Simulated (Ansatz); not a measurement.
A dielectric-response calculation of AgI (P6_3mc, 4 atoms in the cell) with Ansatz (a first-principles code).

Method: PBE (plane waves, PAW; Ansatz).

```yaml
crystal:
  lattice:
    - [2.28811, -3.96313, 0.00000]
    - [2.28811, 3.96313, 0.00000]
    - [0.00000, 0.00000, 7.48747]
  atoms:
    - { symbol: Ag, position: [0.66667, 0.33333, 0.50000] }
    - { symbol: Ag, position: [0.33333, 0.66667, 0.00000] }
    - { symbol: I, position: [0.66667, 0.33333, 0.87500] }
    - { symbol: I, position: [0.33333, 0.66667, 0.37500] }
```

Reference input (self-consistent single point, DFT, PBE, plane waves, default PAW files): basis.ecutwfc = 30.9 Ry; kpoints.mp_grid.grid = 6 6 4; hamiltonian.xc = pbe; hamiltonian.pseudopotentials = {kind: paw} (the program's default PAW files); scf.occupations.method = fermi_dirac; scf.occupations.width = 0.0007 Ry. This run's input differs from it in these lines:

Ansatz 0.2 input:
```diff
@@ -12,3 +12,3 @@
 basis:
-  ecutwfc: 30.9 Ry
+  ecutwfc: 40.1 Ry
 kpoints:
@@ -19,7 +19,4 @@
 scf:
-  occupations: { method: fermi_dirac, width: 0.0007 Ry }
-output:
-  forces: true
-  eigenvalues: true
-  stress: true
+  occupations: { method: fixed }
+dielectric: {}
```

Output (repeated stretches shortened):

```
SCF iter   1: F=—  HF=-30207.953473 eV  |F-HF|=—  |Δ(HF+E_count)|=         —  Δρ=1.01e-3  dr2=2.09e-3  ethr=1.77e-3  ⟨swp⟩=5.2  Hψ=6943  notcnv=0  defer=276
all-band conjugate gradients solve this SCF's bands
preconditioner: auto → Resta (q_TF=auto, 2.455 Å⁻¹)
SCF iter   2: F=—  HF=-30207.954243 eV  |F-HF|=—  |Δ(HF+E_count)|=   7.69e-4  Δρ=6.20e-4  dr2=7.89e-4  ethr=2.90e-6  ⟨swp⟩=3.0  Hψ=3890  notcnv=0  defer=281
   [... lines left out ...]
SCF iter   7: F=—  HF=-30207.954369 eV  |F-HF|=—  |Δ(HF+E_count)|=   4.05e-7  Δρ=6.87e-6  dr2=7.19e-8  ethr=3.82e-10  ⟨swp⟩=2.0  Hψ=3241  notcnv=0  defer=276
SCF iter   8: F=—  HF=-30207.954369 eV  |F-HF|=—  |Δ(HF+E_count)|=   6.78e-8  Δρ=1.21e-6  dr2=2.46e-9  ethr=9.98e-11  ⟨swp⟩=2.0  Hψ=2771  notcnv=0  defer=275
SCF iter   9: F=—  HF=-30207.954369 eV  |F-HF|=—  |Δ(HF+E_count)|=   7.07e-9  Δρ=4.87e-7  dr2=3.60e-10  ethr=3.42e-12  ⟨swp⟩=2.0  Hψ=2755  notcnv=0  defer=275
SCF iter  10: F=-30207.954369 eV  HF=-30207.954369 eV  |F-HF|=1.82e-11  |Δ(HF+E_count)|=  5.17e-10  Δρ=9.86e-8  dr2=1.99e-11  ethr=1.00e-12  ⟨swp⟩=12.7  Hψ=9644  notcnv=0
SCF 1 converged in 10 iterations: F = -30207.954369 eV  dr2 = 1.99e-11
DFPT response loops at Γ: preconditioner auto → none (the input reference at scf.mixing.eps_inf says where Resta's filter doesn't serve); β = 0.50 …
── the response to a field inside a basis, on 10×10×6 k-points: an SCF that follows is theirs, and a resumed run solves both again ──
Crystal: 4 atoms, lattice volume = 135.794 Å³
Bands: 37, of which v1, the nominal top of the filled ones, is band 36 counted from 1 (35 counted from 0)
k-points: 90 of 600 (irreducible under 4 space group operations, time reversal used)
Initial density: handed on by an earlier stage of this run
Initial wavefunctions: pseudopotential atomic-orbital guess (no wavefunctions were taken with the density)
Eigensolver: Dense (90 Hₖ)
   [... lines left out ...]
Free energy (F): -30207.954369 eV
Fermi energy:    6.939005 eV
   [... lines left out ...]
        -0.00000   -0.00000   -1.21492
    site 3:
        -1.17356    0.00000   -0.00000
         0.00000   -1.17356   -0.00000
         0.00000    0.00000   -1.21492
  Z* charge neutrality: 3.440e-3 e pre-enforcement
  solved inside a basis spanned on kpoints, on 10×10×6 k-points, its susceptibility summed on 14×14×8: ε∞ is read to err by 1.8e-2, Z* by 2.2e-2 e (field_mesh …
```

The run converged in 14 iterations. 

Summary of the result:
| Property | Result |
|---|---|
| Free energy E − TS (on the zero of these files) | -30207.9544 eV |
| Top of the valence band (on the code's own zero) | 6.94 eV |
| Gap on the k-point mesh | 1.37 eV |
| ε∞ at this k-point mesh, which may be far from converged in small-gap cells (xx, yy, zz) | 5.24, 5.24, 5.31 |
| Born charges at this mesh (mean of the diagonal, e) | Ag 1.19, Ag 1.19, I -1.19, I -1.19 |

The starting cell has typed, rounded lattice constants, without a prior relaxation at this level. Its lattice was rescaled by up to half a per cent. Spin-orbit coupling is off.

Cost on one core of a shared machine: roughly 2 min.
